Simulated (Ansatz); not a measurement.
The starting structures come from a database of crystals and need not be the phases stable at ambient conditions.

Given:

```xyz
14
Lattice="4.7243 0.0000 0.0000 2.3621 6.0256 0.0000 0.0000 1.2721 5.2402" Properties=species:S:1:pos:R:3 pbc="T T T"
V      1.1351     2.6794     3.9441
V      5.9514     4.6184     1.2961
V      3.4972     5.2544     3.9162
V      3.5892     2.0433     1.3240
O      2.6464     1.9835     2.7121
O      4.4400     5.3142     2.5282
O      5.0085     5.9503     5.1483
O      2.0779     1.3475     0.0920
O      2.6937     3.7413     0.6895
O      4.3927     3.5564     4.5507
O      5.0558     2.9204     1.9306
O      2.0306     4.3774     3.3096
O      0.5422     0.9541     3.9302
O      4.1821     0.3180     1.3101
```

Space group of this cell: C2/c. The cell is taken as given; by r2SCAN its mean pressure is -12.5 GPa.

These are r2SCAN (plane waves, PAW; Ansatz, a quantum-chemistry and plane-wave program) values and carry that method's errors.

The current runs along the normal of the first two printed vectors; no spin-orbit coupling. Scaled by the factor s: all lengths (ions clamped). Meshes 8×8×6 and 8×6 across the current in all rows.

| s | mean pressure (GPa) | band gap (eV) |
|---|---|---|
| 0.98 | 1.5 | 1.55 |
| 1.00 | -12.5 | 1.42 |
| 1.02 | -22.8 | ? |

Take the slope of the band gap against ln s from the two given rows, extrapolate to s = 1.02, and say what the run there gives.

Slope = (1.55 − 1.42) / ln 0.98 = -6.43 eV. The line gives 1.42 + (-6.43) × ln 1.02 = 1.29 eV. The run gives 1.29 eV, as the line does.
